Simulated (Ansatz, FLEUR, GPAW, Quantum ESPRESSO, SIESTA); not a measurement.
**Code comparison for Be3Rh (P6_3/mmc, 8 atoms in the cell)**

Self-consistent single point, at a second geometry (lattice scaled by 0.98). First geometry:

```xyz
8
Lattice="4.7988 0.0000 0.0000 -2.3994 4.1559 0.0000 0.0000 0.0000 3.7355" Properties=species:S:1:pos:R:3 pbc="T T T"
Be     0.0000     1.3312     0.9339
Be     2.3994     2.8247     2.8016
Be     3.6460     0.6656     2.8016
Be    -1.2466     3.4903     0.9339
Be     1.2466     3.4903     0.9339
Be     1.1528     0.6656     2.8016
Rh     0.0000     2.7706     2.8016
Rh     2.3994     1.3853     0.9339
```

Shared settings, as Ansatz (a first-principles code) writes them: kpoints.mp_grid.grid = 11 11 12; scf.occupations.method = fermi_dirac; scf.occupations.width = 0.1 eV. Potentials and cutoffs stand in the table.

```tsv
code	model	ΔF from the first geometry (meV/atom)	pressure (GPa)	largest force (eV/Å)	cutoff
FLEUR	LDA (Perdew-Zunger), all-electron FLAPW (FLEUR), scalar-relativistic valence	-3.1	–	0.059	Kmax 4 1/bohr
SIESTA	LDA PW92, numerical atomic orbitals DZP, PseudoDojo LDA standard norm-conserving potentials (rewritten from UPF to PSML)	-25.5	-1.25	0.024	grid 300 Ry
GPAW	LDA (Perdew-Wang 92), GPAW PAW datasets LDA (gpaw-data 1.0.1)	3.3	7.05	0.085	800 eV
Quantum ESPRESSO	LDA (PZ), GBRV 1.5 ultrasoft (LDA) pseudopotentials	-2.2	3.97	0.068	40 Ry
Ansatz	LDA (PW92), PAW files made with PBE	-3.4	4.85	0.063	default
```

For Quantum ESPRESSO (by 1.3 GPa) the energy change implies a higher mean pressure, against the two pressures, than for the other programs: a sign of finite-basis (Pulay) stress.

A dash marks a value that a program does not give, or that is left out as unsure.

On Ansatz's run: spin polarisation is off.

The spread over the programs that give each value: ΔF from the first geometry within 28.8 meV/atom; pressure within 8.30 GPa; largest force within 0.061 eV/Å.

SIESTA uses small atom-centred bases, whose incompleteness enters pressures, forces and empty levels differently from a plane-wave cutoff. FLEUR treats all electrons, but the usual bases taken here (sphere radii, linearisation, local orbitals, empty states) were not tested for convergence, so the values are no reference for the others. Ansatz's pressure is given at a fixed set of plane waves, as the other plane-wave codes print theirs; with its correction for the finite basis it is 4.89 GPa. The same LDA comes in different parametrisations, which differ slightly. In the pressure, SIESTA (by 6.10) and GPAW (by 2.20) lie more than 1 GPa from the median of the plane-wave programs. In the force vectors, SIESTA (by 0.092) lies more than 0.08 eV/Å from the median of the plane-wave programs.

The starting cell comes from a database of computed structures (which also holds hypothetical and non-ambient phases and stackings), without a prior relaxation at this level. Its lattice was rescaled by a random factor within 2.5 % of one. For this run, on top of that: lattice scaled by 0.98.

Keys are those of Ansatz 0.2.
